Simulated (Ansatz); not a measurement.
## A computed series for hypothetical ReO3 type InCl3: response to strain

Take InCl$_{3}$ in the ReO3 type structure (space group Pm-3m, No. 221; a hypothetical phase, not in the database extracts checked; relaxed with 0.1 eV smearing) as the base.

```
CELL_PARAMETERS angstrom
      5.02835     0.00000     0.00000
      0.00000     5.02835     0.00000
      0.00000     0.00000     5.02835
ATOMIC_POSITIONS crystal
  In 0.00000 0.00000 0.00000
  Cl 0.50000 0.00000 0.00000
  Cl 0.00000 0.00000 0.50000
  Cl 0.00000 0.50000 0.00000
```

Cartesian axes are those of the cell as printed.

Strains are applied to the cell and any free atomic positions relax; under biaxial strain the out-of-plane vector relaxes too; under stress the whole cell relaxes.

Computed with PBEsol (Ansatz, a first-principles code, PAW, without spin-orbit coupling).

Notes on the quantities. energy relative to the base: free energy F; pressure: mean of the normal stresses, compression positive.

```csv
variant,energy relative to the base,pressure,space group,volume per atom
base,0 meV/atom,0.0 GPa,Pm-3m (No. 221),31.78 Å³
"biaxial strain +1.95 %, plane normal [001], relaxed out of plane",+7.6 meV/atom,-1.2 GPa,P4/mmm (No. 123),[?]
"biaxial strain −1.98 %, plane normal [110], relaxed out of plane",+5.8 meV/atom,1.0 GPa,Cmmm (No. 65),31.07 Å³
"biaxial strain +1.27 %, plane normal [110], relaxed out of plane",+2.2 meV/atom,-0.6 GPa,Cmmm (No. 65),32.25 Å³
"biaxial strain +0.79 %, plane normal [111], relaxed out of plane",+0.6 meV/atom,-0.2 GPa,R-3m (No. 166),31.98 Å³
isotropic strain −1.13 %,+4.8 meV/atom,1.5 GPa,Pm-3m (No. 221),30.72 Å³
isotropic strain +4.66 %,+65 meV/atom,-3.9 GPa,Pm-3m (No. 221),36.44 Å³
uniaxial strain ε_xx = +1.03 %,+1.0 meV/atom,-0.4 GPa,P4/mmm (No. 123),32.11 Å³
"uniaxial stress, 0.5 GPa tension along x",+0.3 meV/atom,–,P4/mmm (No. 123),31.92 Å³
"uniaxial stress, 5 GPa compression along x",+20 meV/atom,–,P4/mmm (No. 123),[?]
```

### Question
Complete the table.

### Answer

- biaxial strain +1.95 %, plane normal [001], relaxed out of plane, volume per atom: 32.90 Å³
- uniaxial stress, 5 GPa compression along x, volume per atom: 30.75 Å³

Stability under load was not tested beyond the relaxation. The final runs are not spin-polarised.
